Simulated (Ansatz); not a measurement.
# LaN (P4/nmm, No. 129, 4 atoms in the cell; start mp-1018049; a measured phase of this formula has another space group)

These are r²SCAN (PAW; Ansatz, a quantum-chemistry and plane-wave program) values and carry that method's errors.

Numerical settings: plane-wave cutoff 560 eV, 8×8×10 k mesh (along the axes of the cell as run), Fermi–Dirac smearing 0.01 eV, scalar-relativistic PAW data made under PBE.

Cell (relaxed at this level):

```cif
data_La2N2
_chemical_formula_sum 'La2 N2'
_space_group_name_H-M_alt 'P4/nmm :1'
_space_group_IT_number 129
_space_group_name_Hall 'P 4ab 2ab -1ab'
_cell_length_a 4.44343
_cell_length_b 4.44343
_cell_length_c 3.69721
_cell_angle_alpha 90.000
_cell_angle_beta 90.000
_cell_angle_gamma 90.000
loop_
_space_group_symop_operation_xyz
  'x, y, z'
  '-y+1/2, x+1/2, z'
  '-x, -y, z'
  'y+1/2, -x+1/2, z'
  'x+1/2, -y+1/2, -z'
  '-y, -x, -z'
  '-x+1/2, y+1/2, -z'
  'y, x, -z'
  '-x+1/2, -y+1/2, -z'
  'y, -x, -z'
  'x+1/2, y+1/2, -z'
  '-y, x, -z'
  '-x, y, z'
  'y+1/2, x+1/2, z'
  'x, -y, z'
  '-y+1/2, -x+1/2, z'
loop_
_atom_site_label
_atom_site_type_symbol
_atom_site_symmetry_multiplicity
_atom_site_Wyckoff_symbol
_atom_site_fract_x
_atom_site_fract_y
_atom_site_fract_z
_atom_site_occupancy
La1 La 2 c 0.50000 0.00000 0.26834 1
N1 N 2 a 0.00000 0.00000 0.00000 1
```

```json
{
  "band_gap": "1.89 eV (on the SCF k mesh)",
  "bulk_modulus": "50.6 GPa"
}
```

Note: the relaxation could not lower the start's symmetry, so the cell can be a saddle point above a distorted one; the bulk modulus is −V dP/dV from two relaxed cells at ±2 % in volume.

Spin–orbit coupling is not included.

The computed numbers hold no vibrational or temperature effects.

A start named mp-… is a Materials Project structure, which need not be a measured phase.
